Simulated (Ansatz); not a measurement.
**Response to strain in InP**

The parent structure is InP in the zinc blende structure (space group F-43m, No. 216; a = 5.907 Å). Axes: x, y, z lie along the cube axes.

Strains are applied to the cell and any free atomic positions relax.

Calculations: Ansatz (a first-principles code), r2SCAN, PAW, cutoff 500 eV, no spin-orbit coupling.

Notes on the quantities. energy relative to the base: free energy F.

```tsv
case	band gap	electron mass	volume per atom	energy relative to the base
base	1.03 eV	0.074 mₑ (at Γ)	25.76 Å³	0 meV/atom
uniaxial strain ε_zz = +0.50 %	0.99 eV	0.071 mₑ (at Γ)	25.89 Å³	+0.2 meV/atom
uniaxial strain ε_zz = +1.00 %	0.95 eV	0.070 mₑ (at Γ)	26.02 Å³	+0.8 meV/atom
uniaxial strain ε_zz = +1.50 %	0.92 eV	–	26.15 Å³	+1.8 meV/atom
uniaxial strain ε_zz = +2.00 %	0.88 eV	0.069 mₑ along z, 0.065 mₑ across (at Γ)	26.28 Å³	+3.1 meV/atom
uniaxial strain ε_zz = +2.50 %	0.84 eV	0.067 mₑ along z, 0.062 mₑ across (at Γ)	26.41 Å³	+4.8 meV/atom
uniaxial strain ε_zz = +3.00 %	0.80 eV	0.066 mₑ along z, 0.060 mₑ across (at Γ)	26.54 Å³	+6.9 meV/atom
```

Effective masses come from finite differences of ±0.01 Å⁻¹. Whether these cells are dynamically stable was not tested.
